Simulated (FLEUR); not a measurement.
FLEUR is run on Os (P6_3/mmc, 4 atoms in the cell), and the run fails. The aim is a self-consistent single point with DFT, LDA (Vosko-Wilk-Nusair), all-electron FLAPW (FLEUR), scalar-relativistic valence.

Cell that was meant: a = 2.7638 Å, b = 2.7638 Å, c = 8.8927 Å, α = 90.00°, β = 90.00°, γ = 120.00°.

Part of the input:

```xml
      Os crystal                                                                                          
   </comment>
   <calculationSetup>
      <cutoffs Kmax="4.2" Gmax="7.6" GmaxXC="7.6" numbands="0"/>
      <scfLoop itmax="80" minDistance="0.00001" maxIterBroyd="40" imix="Anderson" alpha="0.05" precondParam="0.0" spinf="2.0"/>
      <coreElectrons ctail="T" frcor="F" kcrel="0" coretail_lmax="0"/>
      <xcFunctional name="vwn" relativisticCorrections="F"/>
```

Log, with long lists cut:

```
      Welcome to FLEUR        (www.flapw.de)
      MaX-Release 8.1          (www.max-centre.eu)

 ========== k-point set info ==========
 Selected k-point list: default-1
 k-point list type: mesh
 7 x 7 x 2
 Number of k points: 16

 ------------Calculation Setup---------------------------
           1           2           4           8          16
 Number of basis functions:          527
 Error for k-point            1
**************FLEUR-Error*****************
Error message: Diagonalization via LAPACK failed(zhegvx/dsygvx)
Error number: 979
Error from PE:0/1
 Last known location:
```

**Question.** From the messages shown, name the fault and mend the input.

**Answer.** The fault is a cutoff for density and potential that is too low. The interstitial density and potential need wave vectors well beyond twice those of the basis. To fix it, raise the cutoff of density and potential. The program stopped with an error.

The sound input it was made from differs as follows (other fixes are possible):
```diff
-      <cutoffs Kmax="4.2" Gmax="7.6" GmaxXC="7.6" numbands="0"/>
+      <cutoffs Kmax="4.2" Gmax="12.6" GmaxXC="12.6" numbands="0"/>
```

With that input, the run converged in 17 iterations: free energy E − TS -1879999.8986 eV; Fermi level (on the code's own zero) 17.19 eV (DFT, LDA (Vosko-Wilk-Nusair), all-electron FLAPW (FLEUR), scalar-relativistic valence).

On the sound input: the starting cell was generated: these elements placed on a structure prototype, without a prior relaxation; it need not be a known phase or ordering of this composition. Its lattice was rescaled by a random factor within 2.5 % of one. Spin polarisation is off. Values depend on the basis (sphere radii, cutoffs, local orbitals), which need not be converged.
